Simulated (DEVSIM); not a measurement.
Device: Co/Si3N4/p-Si capacitor, at 350 K.

Layer 1 from the left is Si3N4, thickness (nm) 4.90. Layer 2 from the left is Si, thickness (nm) 5200, Na (cm⁻³) 1.2e16.

Metal gate on the left, work function 5 eV. Fixed charge at the semiconductor interface 0 cm⁻² (in units of +e); no interface traps.

Constants are typed, rounded textbook-type inputs, not results; the design itself was drawn at random and stands for no fabricated device. Values at 300 K; Nc and Nv go as T^1.5, mobilities as T to minus their exponent, the gap by Varshni's rule with the affinity fixed.

Si3N4: gap (eV) 5.1, affinity (eV) 2.1, permittivity 7.5. Si: gap (eV) 1.124, affinity (eV) 4.05, permittivity 11.7, Nc (cm⁻³) 2.86e19, Nv (cm⁻³) 3.1e19, Varshni α (eV/K) 0.000473, Varshni β (K) 636.

Problem. Estimate by hand the flat-band voltage, the threshold voltage, and compare with a numerical solution.

Solution. 
- Flat-band voltage: C = 1.36 μF/cm², work-function difference 0.083 V; VFB = φms − qNf/C = 0.08 V; numerical 0.08 V.
- Threshold voltage: φF = 0.313 V, depletion charge √(4εqNφF) = 4.99e-8 C/cm²; VT = VFB + 2φF + Qd/C = 0.75 V; numerical 0.75 V.

Simulated with DEVSIM: 1D Poisson equation in equilibrium, Boltzmann statistics, complete ionisation; no quantum confinement or tunnelling. Metal contacts follow the ideal Schottky-Mott rule: no Fermi-level pinning, no interface dipoles.
